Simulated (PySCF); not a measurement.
PySCF 2.14.0, R2SCAN/def2-svp, df: V(NH)(OH)(NH2)2 ([NH]=[V]([NH2])([NH2])[OH]), 11 atoms. The geometry is a generated start, not checked to be a minimum at this level.

```yaml
task: energy
method: r2scan
basis: def2-svp
two_electron_scheme: density fitting
mol.max_memory: 3000 MB
mf.max_cycle: 100
mf.conv_tol: 1e-09 (default)
mf.grids.level: 3 (default)
basis_functions: 117
grid_points: 135544
```

```xyz
11

V      0.1715    -0.1561     0.1455
N      1.1095    -0.7517    -0.9921
H      1.7847    -1.2113    -1.6001
O      0.4421    -0.5827     1.7218
H      0.9160    -1.0428     2.4146
N     -1.4515    -0.6318    -0.3945
H     -2.2497    -0.3927     0.1936
H     -1.7642    -1.1843    -1.1872
N      0.3332     1.5937    -0.0908
H      0.8481     2.1418    -0.7711
H     -0.1399     2.2180     0.5604
```

Charge 0 and multiplicity 1 are set for this test and not shown to be the ground state.

With the defaults (mf.DIIS = CDIIS, mf.diis_space = 8, mf.diis = true, mf.damp = 0, mf.diis_start_cycle = 1, mf.init_guess = minao, mf.level_shift = 0) it converges in 16 Fock builds. One run each on 2 threads, 1 BLAS thread, with these changes:
- mf.init_guess = huckel
- mf.level_shift = 1 Hartree
- mf.init_guess = 1e
- mf.diis = false, mf.damp = 0.7, mf.diis_start_cycle = 999
- mf.init_guess = atom
- mf.diis_space = 3
- mf.init_guess = sap
- mf.diis = false
- mf.DIIS = EDIIS

Question: Name the settings that don't reach the solution of the defaults.

Answer: No convergence: mf.DIIS = EDIIS; mf.diis_space = 3; mf.diis = false; mf.diis = false, mf.damp = 0.7, mf.diis_start_cycle = 999 (the run ends without SCF convergence in 100 cycles). The rest reach the solution of the defaults.

```
setting                                                    Fock builds             end
---------------------------------------------------------  -----------  --------------
the defaults                                                        16   same solution
mf.init_guess = atom                                                17   same solution
mf.init_guess = huckel                                              20   same solution
mf.init_guess = 1e                                                  22   same solution
mf.init_guess = sap                                                 24   same solution
mf.level_shift = 1 Hartree                                          43   same solution
mf.DIIS = EDIIS                                                    101  no convergence
mf.diis_space = 3                                                  101  no convergence
mf.diis = false                                                    101  no convergence
mf.diis = false, mf.damp = 0.7, mf.diis_start_cycle = 999          101  no convergence
```
